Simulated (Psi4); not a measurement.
Psi4 1.11, TPSS/def2-svpd: W(NH)(S)(F)(OSiH3) ([NH]=[W]([F])(=[S])[O][SiH3]), 10 atoms. The geometry is a generated start, not checked to be a minimum at this level.

```
Property                                              Value
--------------------------  -------------------------------
task                                                 energy
method                                                 tpss
basis                                             def2-svpd
memory                                                 3 GB
maxiter                                                 100
keys of the molecule block                      symmetry c1
scf_type                                       df (default)
e_convergence                               1e-06 (default)
d_convergence                               1e-06 (default)
dft_radial_points                              75 (default)
dft_spherical_points                          302 (default)
effective core potentials   those of the basis set, past Kr
basis functions                                         184
grid points                                          216303
```

```xyz
10

W     -0.5351    -0.2616     1.2566
N     -1.6121    -1.6321     0.8813
H     -2.2044    -2.4479     0.7097
S      0.3954    -0.4293     3.2403
F     -1.4315     1.3807     1.2353
O      0.7402     0.1278    -0.0483
Si     1.0943     0.6982    -1.5292
H      0.2335    -0.0108    -2.4930
H      2.5176     0.4336    -1.7525
H      0.8020     2.1413    -1.5001
```

Charge 0 and multiplicity 1 are set for this test and not shown to be the ground state.

With the defaults (diis_max_vecs = 10, diis = true, scf_initial_accelerator = adiis, damping_percentage = 0, diis_start = 1, level_shift = 0, level_shift_cutoff = 0.01, guess = auto, which took SAD) it converges in 13 SCF iterations. One run each on 2 threads, with these changes:
- diis_max_vecs = 20
- scf_initial_accelerator = none
- guess = sadno
- diis_start = 4
- diis = false, scf_initial_accelerator = none, damping_percentage = 60
- level_shift = 0.1, level_shift_cutoff = 0.001
- guess = sap
- guess = sapgau
- diis_max_vecs = 3

Task: Which of these changes keep the SCF from converging, or lead it to another solution?

Result: No convergence: diis_max_vecs = 3; diis = false, scf_initial_accelerator = none, damping_percentage = 60 (the run ends without SCF convergence in 100 iterations). The rest reach the solution of the defaults.

```
setting                                                                SCF iterations             end
---------------------------------------------------------------------  --------------  --------------
level_shift = 0.1, level_shift_cutoff = 0.001                                      12   same solution
the defaults                                                                       13   same solution
diis_max_vecs = 20                                                                 13   same solution
scf_initial_accelerator = none                                                     13   same solution
guess = sadno                                                                      15   same solution
guess = sapgau                                                                     18   same solution
guess = sap                                                                        20   same solution
diis_start = 4                                                                     21   same solution
diis_max_vecs = 3                                                                 100  no convergence
diis = false, scf_initial_accelerator = none, damping_percentage = 60             100  no convergence
```

1 further run of the study ended by our limits or in an error and is left out.
